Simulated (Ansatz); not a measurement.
Reference: AlP (F-43m), PBEsol with spin-orbit coupling, rigid bands (plane waves, PAW; Ansatz, a quantum-chemistry and plane-wave program); axes and stresses refer to this cell.

```yaml
crystal:
  lattice:
    - [0.00000, 2.73533, 2.73533]
    - [2.73533, 0.00000, 2.73533]
    - [2.73533, 2.73533, 0.00000]
  atoms:
    - { symbol: Al, position: [0.00000, 0.00000, 0.00000] }
    - { symbol: P, position: [0.75000, 0.75000, 0.75000] }
```

The Seebeck coefficient, p-type 1e19 cm⁻³ is 399 μV/K, the electron conductivity mass is 0.33 mₑ and the Seebeck coefficient, n-type 1e19 cm⁻³ is -263 μV/K.

```tsv
Change	Seebeck coefficient, p-type 1e19 cm⁻³	electron conductivity mass	Seebeck coefficient, n-type 1e19 cm⁻³
biaxial stress xx = yy = -2 GPa (compression positive)	305 μV/K	0.35 mₑ	-187 μV/K
biaxial stress xx = yy = 1 GPa (compression positive)	373 μV/K	0.33 mₑ	___
biaxial stress xx = yy = 2 GPa (compression positive)	353 μV/K	0.34 mₑ	-231 μV/K
uniaxial stress zz = 2 GPa (compression positive)	___	___	-184 μV/K
```

### Question
Some entries are withheld; supply them.

### Answer

- biaxial stress xx = yy = 1 GPa (compression positive), Seebeck coefficient, n-type 1e19 cm⁻³: -239 μV/K
- uniaxial stress zz = 2 GPa (compression positive), Seebeck coefficient, p-type 1e19 cm⁻³: 302 μV/K
- uniaxial stress zz = 2 GPa (compression positive), electron conductivity mass: 0.35 mₑ

Masses are for dilute carriers at 300 K, harmonic means over directions unless an axis is named. Seebeck coefficients are for the stated density at 300 K, with one relaxation time for all states and whether or not that doping can be reached. Stresses and pressures are the targets of the relaxation.  The structure type is held under load, also where the real crystal would transform.
